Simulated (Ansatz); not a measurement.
The starting structures come from a database of crystals and need not be the phases stable at ambient conditions.

Tunnelling through a barrier is set by its complex band structure: the current falls as exp(−2κd) with the smallest κ.

Data:

```
CELL_PARAMETERS angstrom
      4.00664     0.00000     0.00000
      0.00000     4.00664     0.00000
      2.00332     2.00332     2.74813
ATOMIC_POSITIONS crystal
  Mg 0.00000 0.00000 0.00000
  S  0.25000 0.75000 0.50000
```

Space group of this cell: I-4m2. The cell is strained (lengths along the current scaled by 0.97, ions clamped); by r2SCAN its mean pressure is 1.8 GPa.

Transport runs along the normal of the first two printed cell vectors, the (001) (indices of the unstrained crystal) plane of the conventional cell.

The gap is the functional's own, uncorrected, and κ follows it; spin-orbit coupling is left out. Mid-gap values are interpolated between the computed energies.

### Question
Compute, with r2SCAN in Ansatz (a program for electronic structure), the band gap and the smallest decay constant κ at mid-gap.

### Answer
Gap 4.20 eV on a 12×12×12 mesh; κ = 0.288 1/Å, at the zone centre.
